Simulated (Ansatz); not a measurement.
**Effective masses and thermopower of ZnS (F-43m)**

Given:

```xyz
2
Lattice="0.0000 2.6783 2.6783 2.6783 0.0000 2.6783 2.6783 2.6783 0.0000" Properties=species:S:1:pos:R:3 pbc="T T T"
Zn     0.0000     0.0000     0.0000
S      1.3391     1.3391     1.3391
```

All values below come from HSE06, rigid bands (plane waves, PAW, scalar-relativistic; Ansatz, a program for electronic structure). How the cell was made: cell and atoms relaxed with PBEsol.

- band gap = 3.46 eV
- electron conductivity mass (300 K, dilute) = 0.21 mₑ
- hole conductivity mass (300 K, dilute) = 0.73 mₑ
- effective density of states N_c (300 K) = 2.4e18 cm⁻³
- effective density of states N_v (300 K) = 7.9e19 cm⁻³
- density-of-states mass, electrons = 0.21 mₑ
- density-of-states mass, holes = 2.1 mₑ
- Seebeck coefficient, n-type 1e19 cm⁻³, 300 K = -119 μV/K
- Seebeck coefficient, p-type 1e19 cm⁻³, 300 K = 392 μV/K
- best p-type power factor at 300 K for τ = 10 fs (best axis; densities from 1e16 to 1e21 cm⁻³ tried, whether or not they can be reached) = 17.5 μW/(cm·K²) at 3e20 cm⁻³

Rigid bands; masses and Seebeck coefficients take one relaxation time τ for all states and one kind of carrier; polarons and phonon drag are left out. Spin-orbit coupling is left out; where it splits the top of the valence band, N_v and the p-type Seebeck coefficient come out somewhat high without it. Geometry: cell and atoms relaxed with PBEsol.
